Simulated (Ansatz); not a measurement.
The parent structure is SnO$_{2}$ in the rutile structure (space group P4_2/mnm, No. 136; a = 4.760 Å, c = 3.201 Å). Axes: x, y, z lie along a, b, c of the conventional cell.

Computed with r2SCAN (Ansatz, a program for electronic structure, PAW, no SOC).

Modification: uniaxial strain ε_yy = +3.37 %, all other strain components held at zero, atoms relaxed at fixed cell.

Question: Predict the stress tensor and what it implies for the stiffness.

Answer: Stress of the strained cell less that of the base (GPa, compression positive):
```
  -5.06    0.00    0.00
   0.00   -7.96    0.00
   0.00    0.00   -4.64
```

Then −Δσ_ii/ε with ε = 0.0337 gives secant stiffness values (nonlinear terms included at this strain): C22 ≈ 236 GPa, C12 ≈ 150 GPa and C23 ≈ 138 GPa.

As a check, the harmonic strain energy −½ V₀ Δσ:ε is 10 meV/atom; the computed energy rise is 10 meV/atom.

Whether these cells are dynamically stable was not tested.
